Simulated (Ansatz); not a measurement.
Fluorite PbF₂ (high-temperature phase) was calculated with PBE0 in Ansatz (PAW).

Numerical settings: plane-wave cutoff 460 eV, 8×8×8 k mesh, Fermi–Dirac smearing 0.01 eV, scalar-relativistic PAW data made under PBE.

Response to compression and expansion:

| V (Å³/atom) | P (GPa) | direct gap at Γ (eV) | smallest gap on the k mesh (eV) |
|---|---|---|---|
| 16.651 | 4.27 | 11.918 | 6.411 |
| 17.191 | 1.54 | 11.665 | 6.444 |
| 17.527 | 0.07 | 11.512 | 6.462 |
| 17.966 | -1.61 | 11.319 | 6.481 |
| 18.404 | -3.08 | 11.131 | 6.496 |

The fundamental gap (6.46 eV at the equilibrium volume, on the SCF mesh) lies elsewhere than Γ–Γ.

Spin–orbit coupling is not included; with these elements it can move the gap by several tenths of an eV or more.

Ansatz is an electronic-structure program.
